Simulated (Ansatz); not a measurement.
Total g(r) from a molecular-dynamics run [in the run: mean pressure -0.8 GPa against a target of 0; 2×2×2 k-points, which a denser mesh shifts by 0.0 GPa in pressure and 0.03 eV/Å in forces]. Level of theory: PBE (plane waves, PAW; Ansatz, an electronic-structure program).

```
r (Å) | g(r)
     1.02 |  0.00
     1.14 |  0.00
     1.26 |  0.00
     1.38 |  0.00
     1.50 |  0.00
     1.62 |  0.00
     1.74 |  0.00
     1.86 |  0.00
     1.98 |  0.00
     2.10 |  0.00
     2.22 |  0.00
     2.34 |  0.00
     2.46 | # 0.14
     2.58 | ########## 1.54
     2.70 | ######################## 3.88
     2.82 | ############################## 4.79
     2.94 | #################### 3.20
     3.06 | ########## 1.54
     3.18 | ### 0.55
     3.30 | # 0.13
     3.42 |  0.04
     3.54 |  0.07
     3.66 | # 0.24
     3.78 | ### 0.52
     3.90 | ##### 0.85
```

Which system gave this curve?
A) AlN (zinc blende; a metastable form), crystal, 303 K, 6.7 GPa
B) Pd (fcc), crystal, 905 K
C) Si15B, liquid, 2078 K
D) SnO2 (rutile type), crystal, 303 K, 1.9 GPa

B, Pd (fcc), crystal, 905 K
